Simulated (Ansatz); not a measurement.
A self-consistent single point of Sb (Pm-3m, 1 atom in the cell) with Ansatz (a quantum-chemistry and plane-wave program).

Computed with PBEsol, default PAW files made with PBE (plane waves; Ansatz).

The change in words: lattice scaled by 0.98; basis.ecutwfc: 420 eV → 735 eV. Reference geometry:
```xyz
1
Lattice="3.0741 0.0000 0.0000 0.0000 3.0741 0.0000 0.0000 0.0000 3.0741" Properties=species:S:1:pos:R:3 pbc="T T T"
Sb     0.0000     0.0000     0.0000
```

Reference input (self-consistent single point, DFT, PBEsol, plane waves, default PAW files made with PBE): basis.ecutwfc = 420 eV; kpoints.mp_grid.grid = 11 11 11; hamiltonian.xc = pbesol; hamiltonian.pseudopotentials = {kind: paw} (the program's default PAW files); scf.occupations.method = gaussian; scf.occupations.width = 0.1 eV. This run's input differs from it in these lines:

Ansatz 0.2 input:
```diff
@@ -2,5 +2,5 @@
   lattice:
-    - [3.074090, 0.000000, 0.000000]
-    - [0.000000, 3.074090, 0.000000]
-    - [0.000000, 0.000000, 3.074090]
+    - [3.012608, 0.000000, 0.000000]
+    - [0.000000, 3.012608, 0.000000]
+    - [0.000000, 0.000000, 3.012608]
   atoms:
@@ -8,3 +8,3 @@
 basis:
-  ecutwfc: 420.0
+  ecutwfc: 735.0
 kpoints:
```

The program printed (abridged):

```
SCF iter   1: F=—  HF=-6408.026698 eV  |F-HF|=—  |Δ(HF+E_count)|=         —  Δρ=2.42e-3  dr2=1.07e-3  ethr=1.77e-3  ⟨swp⟩=5.1  Hψ=3969  notcnv=0
all-band conjugate gradients solve this SCF's bands
preconditioner: auto → none
SCF iter   2: F=—  HF=-6408.025304 eV  |F-HF|=—  |Δ(HF+E_count)|=   1.39e-3  Δρ=1.47e-3  dr2=4.03e-4  ethr=7.12e-6  ⟨swp⟩=2.0  Hψ=1207  notcnv=0
SCF iter   3: F=—  HF=-6408.025164 eV  |F-HF|=—  |Δ(HF+E_count)|=   1.39e-4  Δρ=5.32e-4  dr2=3.96e-5  ethr=2.69e-6  ⟨swp⟩=2.0  Hψ=1062  notcnv=0
SCF iter   4: F=—  HF=-6408.025136 eV  |F-HF|=—  |Δ(HF+E_count)|=   2.84e-5  Δρ=2.25e-4  dr2=6.25e-6  ethr=2.64e-7  ⟨swp⟩=2.0  Hψ=1062  notcnv=0
SCF iter   5: F=—  HF=-6408.025134 eV  |F-HF|=—  |Δ(HF+E_count)|=   2.20e-6  Δρ=1.27e-4  dr2=2.12e-6  ethr=4.17e-8  ⟨swp⟩=1.0  Hψ=646  notcnv=0
SCF iter   6: F=—  HF=-6408.025132 eV  |F-HF|=—  |Δ(HF+E_count)|=   1.22e-6  Δρ=3.50e-5  dr2=1.64e-7  ethr=1.41e-8  ⟨swp⟩=2.0  Hψ=923  notcnv=0
SCF iter   7: F=-6408.025132 eV  HF=-6408.025132 eV  |F-HF|=1.45e-9  |Δ(HF+E_count)|=   1.03e-7  Δρ=3.73e-6  dr2=1.50e-9  ethr=6.67e-10  ⟨swp⟩=6.5  Hψ=3112  notcnv=0
SCF 1 converged in 7 iterations: F = -6408.025132 eV  dr2 = 1.50e-9
Free energy (F): -6408.025132 eV
Internal energy: -6408.022091 eV  (E = F + TS)
E sigma→0 (E₀):  -6408.023612 eV
Entropy (-TS):   -0.003041 eV (-3.041 meV/atom)
Fermi energy:    11.137838 eV
--- Forces (eV/Å), atoms counted from 1 ---
  atom   1  Sb    -0.00000000     0.00000000     0.00000000
--- Stress (GPa, compression-positive) ---
        3.327741       0.000000       0.000000
        0.000000       3.327741       0.000000
        0.000000       0.000000       3.327741
  P = ⅓ Tr σ = 3.3277 GPa (33.277 kbar)
  The stress holds the Pulay correction. Without it, at fixed plane waves, as pw.x and ABINIT print it: P = 3.3274 GPa
```

The run converged in 7 iterations. Against the reference run the free energy rises by 12.9 meV/atom and the pressure goes from -0.45 to 3.33 GPa.

The starting cell comes from a database of computed structures (which also holds hypothetical and non-ambient phases and stackings), without a prior relaxation at this level. Its lattice was rescaled by up to half a per cent. For this run, on top of that: lattice scaled by 0.98. Ansatz's pressure includes its estimate of the finite-basis (Pulay) stress.
